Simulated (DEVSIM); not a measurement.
Structure: abrupt GaAs n-p junction, at 300 K.

Layer 1 from the left is GaAs, thickness (μm) 1.30, Nd (cm⁻³) 5.4e15, τn (s) 7.5e-8, τp (s) 7.5e-8. Layer 2 from the left is GaAs, thickness (μm) 26.0, Na (cm⁻³) 1.1e14, τn (s) 7.5e-8, τp (s) 7.5e-8.

Left contact: ohmic. Right contact: ohmic. Voltage is applied to the left contact. Recombination: SRH at mid-gap, radiative. Mobility is μmin + (μ − μmin)/(1 + (N/Nref)^α).

The device is made up for the run: typed textbook-type constants, with dimensions and the other settings drawn at random. Values at 300 K.

GaAs: gap (eV) 1.424, affinity (eV) 4.07, permittivity 12.9, Nc (cm⁻³) 4.7e17, Nv (cm⁻³) 9e18, μn (cm²/Vs) 8500, μp (cm²/Vs) 400, μn,min 500, μp,min 20, Nref,n 6e16, Nref,p 1.5e17, αn 0.39, αp 0.38, B (cm³/s) 2e-10.

Problem. Estimate by hand the built-in potential, the peak field at zero bias, the capacitance at 0.6 V, and compare with a numerical solution.

Solution. 
- Built-in potential: ni = √(Nc Nv) exp(−Eg/2kT) = 2250000 cm⁻³ with Eg = 1.424 eV; Vbi = kT/q ln(Na Nd/ni²) = 1.016 V; numerical 1.016 V.
- Peak field at zero bias: depletion approximation: W = √(2εVbi/(qN)) = 3.67 μm with N = 1.08e14 cm⁻³; field = 2Vbi/W = 5540 V/cm; numerical 6000 V/cm (estimate below by 7.6 %).
- Capacitance at 0.6 V: C = √(qεN / 2(Vbi + |V|)) = 2.47 nF/cm²; numerical 2.52 nF/cm² (estimate below by 1.8 %).

DEVSIM, 1D drift-diffusion, Boltzmann statistics, complete ionisation; no tunnelling, impact ionisation, image-force lowering or self-heating.
